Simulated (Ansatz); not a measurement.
Base system: CdGeAs₂ in the chalcopyrite structure (space group I-42d, No. 122; a = 6.048 Å, c = 11.488 Å).

Method: PBE, PAW, 420 eV (Ansatz, an electronic-structure program; without spin-orbit coupling).

For the base:

```
Quantity                         Value
-----------------------------  -------
c/a ratio                        1.900
Shortest interatomic distance  2.484 Å
```

Perturbation: cell and atoms relaxed at a pressure of 4.5 GPa.

Question: What happens to the c/a ratio?

Answer: The c/a ratio falls by 0.012 (1.900 → 1.888).

Question: Estimate the effect on the shortest interatomic distance.

Answer: The shortest interatomic distance decreases by 0.057 Å (2.484 Å → 2.427 Å).

Load acts through the strain it causes; cell and atoms are relaxed under it. Stability against distortions was not tested.
